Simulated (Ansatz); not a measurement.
Consider the following.

```
CELL_PARAMETERS angstrom
      4.68901     0.00000     0.00000
      0.00000     4.68901     0.00000
      0.00000     0.00000     3.10974
ATOMIC_POSITIONS crystal
  Zn 0.00000 0.00000 0.00000
  Zn 0.50000 0.50000 0.50000
  F  0.30324 0.30324 0.00000
  F  0.80324 0.19676 0.50000
  F  0.19676 0.80324 0.50000
  F  0.69676 0.69676 0.00000
```

No spin polarisation.

Calculations: Ansatz (an electronic-structure program) PBEsol, scalar-relativistic without spin-orbit coupling. Γ-centred 7×7×11 mesh, Fermi–Dirac width 0.05 eV.

Q: Predict the valence-band top at Γ, electron mass and gap character.

A: The valence-band top at Γ (three highest levels, from the VBM) comes out as 0.00, -0.34, -0.34 eV. The electron mass comes out as 0.40 mₑ along c, 0.44 mₑ across (at Γ) and the gap character is direct at Γ.

The cells carry an imposed strain or load. Effective masses come from finite differences of ±0.01 Å⁻¹. No phonon test of stability was made. The cell was made from ZnF₂ in the rutile structure (space group P4_2/mnm, No. 136) by this change: isotropic strain −0.60 %.
